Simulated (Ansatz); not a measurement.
Here is the system:

```yaml
crystal:
  lattice:
    - [0.00000, 2.02383, 1.96312]
    - [2.02383, 0.00000, 1.96312]
    - [2.02383, 2.02383, 0.00000]
  atoms:
    - { symbol: Au, position: [0.00000, 0.00000, 0.00000] }
```

No spin polarisation.

Calculations: Ansatz (a first-principles code), LDA, PAW, cutoff 420 eV, without spin-orbit coupling. Γ-centred 28×28×28 mesh, Fermi–Dirac width 0.1 eV.

Question: Predict the band gap.

Answer: Zero.

Question: What space group does the calculation give?

Answer: I4/mmm (No. 139).

Question: Predict the pressure (mean of the normal stresses, compression positive).

Answer: 6.5 GPa.

The cells carry an imposed strain or load. Stability against distortions was not tested. The cell was made from Au in the fcc (Cu type) structure (space group Fm-3m, No. 225) by this change: uniaxial strain ε_zz = −3.00 %.
